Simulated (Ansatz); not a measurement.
L1₂ (Cu3Au-type) Al₃Sc, treated with HSE06-D3(BJ) (Ansatz, an electronic-structure program, PAW).

Run with plane-wave cutoff 460 eV, 8×8×8 k mesh, Fermi–Dirac smearing 0.05 eV, scalar-relativistic PAW data made under PBE.

Computed points:

```csv
V (Å³/atom),E − E_lowest (meV/atom)
15.443,14.00
15.849,3.20
16.153,0.00
16.662,2.89
16.962,8.90
```

### Question
What bulk modulus B0 and pressure derivative B′ does a third-order Birch–Murnaghan fit give?

### Answer
V0 = 16.257 Å³/atom, B0 = 103 GPa, B′ = 4.0 (fit to the energies at full precision).

Measured, for comparison: bulk modulus 91.5 ± 1 GPa (298 K, no zero-point or thermal correction, polycrystal; as tabulated in A Combined Experimental and First-Principles Based Assessment of …); equilibrium volume per atom 17.27 Å³/atom (room temperature, no zero-point or thermal correction; as tabulated in A Combined Experimental and First-Principles Based Assessment of …). Computed (rounded) less measured: bulk modulus +13 %, equilibrium volume per atom -5.8 %.

Computed values are for the static lattice.
